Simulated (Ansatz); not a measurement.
The starting structures come from a database of crystals and need not be the phases stable at ambient conditions.

 Where the default PAW files enter, the runs use the earlier of Ansatz's two default sets.

By PBEsol, the system below comes out a metal.

Consider the following.

```
CELL_PARAMETERS angstrom
      3.17906     0.00000     0.00000
      0.00000     4.49587     0.00000
      0.00000     2.24793     2.24793
ATOMIC_POSITIONS crystal
  Ti 0.00000 0.00000 0.00000
  Al 0.50000 0.50000 0.00000
```

Space group of this cell: Pm-3m, CsCl type. The cell is taken as given; by PBEsol its mean pressure is -2.5 GPa.

The current flows along the normal of the first two printed cell vectors, the (110) plane of the conventional cell. No spin-orbit coupling; the value is a mean over 0.1 eV about the Fermi level.

Task: State the ballistic conductance per area according to PBEsol run with Ansatz (a first-principles code).

Result: 0.90 × 10¹⁵ S/m² for both spins.
